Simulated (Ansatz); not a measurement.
A working Ansatz (a quantum-chemistry and plane-wave program) input for Rb2HgPdF6 (Fm-3m, 10 atoms in the cell) (DFT, PBEsol, plane waves, default PAW files made with PBE):

Ansatz 0.2 input:
```yaml
crystal:
  lattice:
    - [0.00000000, 4.50582500, 4.50582500]
    - [4.50582500, 0.00000000, 4.50582500]
    - [4.50582500, 4.50582500, 0.00000000]
  atoms:
    - { symbol: Rb, position: [0.75000000, 0.75000000, 0.75000000] }
    - { symbol: Rb, position: [0.25000000, 0.25000000, 0.25000000] }
    - { symbol: Hg, position: [0.50000000, 0.50000000, 0.50000000] }
    - { symbol: Pd, position: [0.00000000, 0.00000000, 0.00000000], spin: 1.0 }
    - { symbol: F, position: [0.75735000, 0.24265000, 0.24265000] }
    - { symbol: F, position: [0.24265000, 0.75735000, 0.75735000] }
    - { symbol: F, position: [0.24265000, 0.75735000, 0.24265000] }
    - { symbol: F, position: [0.75735000, 0.24265000, 0.75735000] }
    - { symbol: F, position: [0.24265000, 0.24265000, 0.75735000] }
    - { symbol: F, position: [0.75735000, 0.75735000, 0.24265000] }
kpoints:
  mp_grid: { grid: [4, 4, 4] }
hamiltonian:
  xc: pbesol
  pseudopotentials: { kind: paw }
magnetization:
  spin_polarized: true
scf:
  occupations: { method: fermi_dirac, width: 0.0073 Ry }
output:
  forces: true
  eigenvalues: true
  stress: true
```

The run converged in 18 iterations: free energy E − TS (on the zero of these files) -31813.1001 eV; Fermi level (on the code's own zero) 5.54 eV; pressure -3.88 GPa; largest force (vector length) 0.337 eV/Å; size of the cell's spin moment 0.86 μB. Each of these slips is then made, one at a time:

(1)
```diff
-    - [0.00000000, 4.50582500, 4.50582500]
-    - [4.50582500, 0.00000000, 4.50582500]
-    - [4.50582500, 4.50582500, 0.00000000]
+    - [0.00000000, 2.38438000, 2.38438000]
+    - [2.38438000, 0.00000000, 2.38438000]
+    - [2.38438000, 2.38438000, 0.00000000]
```

(2)
```diff
-    - { symbol: Pd, position: [0.00000000, 0.00000000, 0.00000000], spin: 1.0 }
+    - { symbol: Pd, position: [0.00000000, 0.00000000, 0.00000000] }
```

Task: What happens in each case?

Result: 
(1) Cell lengths in the wrong unit (bohr against Å). The run converged in 15 iterations without an error; against the sound input the free energy goes up by 63.4 eV/atom, the pressure goes from -3.88 to 6999 GPa, the largest force goes from 0.337 to 20.53 eV/Å and the size of the net moment goes from 0.09 to 0.00 μB/atom.

(2) A spin-polarised run without starting moments. The run converged in 15 iterations, and against the sound input the free energy stays essentially unchanged (within 1 meV/atom), the pressure stays at -3.88 GPa, the largest force stays at 0.337 eV/Å and the size of the net moment stays at 0.09 μB/atom.

The starting cell comes from a database of computed structures (which also holds hypothetical and non-ambient phases and stackings), without a prior relaxation at this level. With one magnetic atom in the cell only a parallel order is possible. In the base run, with a pressure of about -4 GPa the cell is away from its equilibrium volume at this level. Ansatz's pressure includes its estimate of the finite-basis (Pulay) stress.

Left out of this page: 4 runs of the series outside the window shown, repeating another row's setting, or not comparable.
